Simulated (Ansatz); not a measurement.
Base system: InSb in the zinc blende structure (space group F-43m, No. 216; a = 6.450 Å). Axes: x, y, z lie along the cube axes.

Calculations: DFT with LDA, PAW potentials and a 420 eV plane-wave cutoff in Ansatz (a program for electronic structure), no spin-orbit coupling.

Strains are applied to the cell and any free atomic positions relax; under biaxial strain the out-of-plane vector relaxes too.

One change was made to it. Results:

```csv
quantity,base,after
"pressure (mean of the normal stresses, compression positive)",0.0 GPa,0.7 GPa
band gap,zero,zero
volume per atom,33.54 Å³,33.08 Å³
```

Task: What was done to the base?
(A) biaxial strain +0.50 %, plane normal [001], relaxed out of plane
(B) biaxial strain −0.50 %, plane normal [001], relaxed out of plane
(C) biaxial strain −1.50 %, plane normal [001], relaxed out of plane

Result: C, biaxial strain −1.50 %, plane normal [001], relaxed out of plane. For comparison, the volume per atom in the other runs: biaxial strain −0.50 %, plane normal [001], relaxed out of plane gives 33.39 Å³; biaxial strain +0.50 %, plane normal [001], relaxed out of plane gives 33.68 Å³.

Spin-orbit coupling, missing from the scalar runs, can matter with Sb. No phonon test of stability was made. The final runs are not spin-polarised. Gaps under 0.05 eV, about the width of the smearing, are given as zero. A zero or small gap of InSb can be the functional's error rather than a property of the material.
